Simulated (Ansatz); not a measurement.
The parent structure is ScAl3 in the Cu3Au type structure (space group Pm-3m, No. 221; a = 4.0725 Å; relaxed with 0.1 eV smearing). Axes: x, y, z lie along the cube axes.

Calculations: PBEsol (Ansatz, a program for electronic structure, PAW, no spin-orbit coupling).

It is then changed as follows: every lattice vector is stretched by 2.40 %; the atoms relax in the strained cell.

### Question
Predict the stress tensor and what it implies for the stiffness.

### Answer
Stress of the strained cell less that of the base (GPa, compression positive):
```
   -5.6     0.0     0.0
    0.0    -5.6     0.0
    0.0     0.0    -5.6
```

Then B = −ΔP/(ΔV/V₀) with ΔV/V₀ = 0.0737 gives secant stiffness values (nonlinear terms included at this strain): B ≈ 76 GPa.

As a check, the harmonic strain energy −½ V₀ Δσ:ε is 21 meV/atom; the computed energy rise is 23 meV/atom.

No phonon test of stability was made. All final runs are without spin polarisation.
